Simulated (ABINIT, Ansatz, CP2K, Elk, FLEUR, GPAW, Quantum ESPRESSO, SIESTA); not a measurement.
**CaO (Fm-3m, 2 atoms in the cell) computed with different codes at matched settings**

Self-consistent single point, at a second geometry (lattice scaled by 0.98). First geometry:

```yaml
crystal:
  lattice:
    - [0.00000, 2.40500, 2.40500]
    - [2.40500, 0.00000, 2.40500]
    - [2.40500, 2.40500, 0.00000]
  atoms:
    - { symbol: Ca, position: [0.00000, 0.00000, 0.00000] }
    - { symbol: O, position: [0.50000, 0.50000, 0.50000] }
```

Shared settings, as Ansatz (a first-principles code) writes them: kpoints.mp_grid.grid = 12 12 12; scf.occupations.method = fermi_dirac; scf.occupations.width = 0.05 eV. Potentials and cutoffs stand in the table.

| code | model | ΔF from the first geometry (meV/atom) | pressure (GPa) | gap on the mesh (eV) | cutoff |
|---|---|---|---|---|---|
| Ansatz | PBE, default PAW files | 25.8 | 8.66 | 3.632 | default |
| GPAW | PBE, GPAW PAW datasets PBE (gpaw-data 1.0.1) | 29.4 | – | 3.672 | 950 eV |
| Quantum ESPRESSO | PBE, GBRV 1.5 ultrasoft (PBE) pseudopotentials | 26.3 | 9.21 | 3.640 | 40 Ry |
| CP2K | PBE, GPW, DZVP-MOLOPT-SR-GTH basis, GTH-PBE potentials (GTH_POTENTIALS) | 34.0 | 10.75 | 3.521 | grid 500 Ry |
| Elk | PBE, all-electron FP-LAPW, Elk's shipped species files, default APW+lo basis | 34.1 | – | 4.075 | default |
| SIESTA | GGA PBE, numerical atomic orbitals DZP, PseudoDojo PBE standard norm-conserving potentials (rewritten from UPF to PSML) | 71.4 | 19.07 | 4.433 | grid 300 Ry |
| ABINIT | PBE, norm-conserving pseudopotentials (PseudoDojo nc-sr-05 PBE standard) | 24.0 | 8.69 | 3.639 | 42 Ha |
| FLEUR | PBE, all-electron FLAPW (FLEUR), scalar-relativistic valence | 26.2 | – | 3.675 | Kmax 4 1/bohr |

For Ansatz (by 0.4 GPa) the energy change implies a higher mean pressure, against the two pressures, than for the other programs: a sign of finite-basis (Pulay) stress.

A dash marks a value that a program does not give, or that is left out as unsure.

Gaps are read on the mesh.

The spread over the programs that give each value: ΔF from the first geometry within 47.4 meV/atom; pressure within 10.41 GPa; gap on the mesh within 0.912 eV.

CP2K and SIESTA use small atom-centred bases, whose incompleteness enters pressures, forces and empty levels differently from a plane-wave cutoff. Elk and FLEUR treat all electrons, but the usual bases taken here (sphere radii, linearisation, local orbitals, empty states) were not tested for convergence, so the values are no reference for the others. Ansatz's pressure is given at a fixed set of plane waves, as the other plane-wave codes print theirs; with its correction for the finite basis it is 9.10 GPa (the shift of 0.44 GPa shows how far the cutoff is from converged). The pressure of GPAW is left out: its cutoff lies under the one at which its stress was checked. In the pressure, CP2K (by 2.06) and SIESTA (by 10.38) lie more than 1 GPa from the median of the plane-wave programs. In the gap, Elk (by 0.435) and SIESTA (by 0.793) lie more than 0.12 eV from the median of the plane-wave programs.

The starting cell has typed, rounded lattice constants, without a prior relaxation at this level. For this run, on top of that: lattice scaled by 0.98.

Keys are those of Ansatz 0.2.
